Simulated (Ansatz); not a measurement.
Given:

```
GaSb
1.0
    0.00000     2.96221     2.96221
    2.96221     0.00000     2.96221
    2.96221     2.96221     0.00000
Sb Ga
1 1
Cartesian
  4.44332   4.44332   4.44332
  0.00000   0.00000   0.00000
```

No spin polarisation.

Calculations: Kohn–Sham DFT with the PBE functional, run in Ansatz (a first-principles code) with PAW and 420 eV plane waves, no SOC. Γ-centred 13×13×13 mesh, Fermi–Dirac width 0.05 eV.

Problem. Predict the hole mass, band gap, electron mass and gap character.

Solution. Hole mass (degenerate bands, along [100]): 0.040, 0.23, 0.23 mₑ (at Γ)
Band gap: 0.62 eV
Electron mass: 1.7 mₑ along k, 0.088 mₑ across (at L)
Gap character: indirect, Γ → L

Spin-orbit coupling, missing from the scalar runs, can matter with Sb. Load acts through the strain it causes; cell and atoms are relaxed under it. Effective masses come from finite differences of ±0.01 Å⁻¹. Along k means along the line from Γ to the band edge. Stability against distortions was not tested. Tetrahedral semiconductors of this kind turn to denser phases somewhere between about 1 and 50 GPa; those were not computed, so compressed cells here can lie past the real transition. The cell was made from GaSb in the zinc blende structure (space group F-43m, No. 216) by this change: pressure 9 GPa.
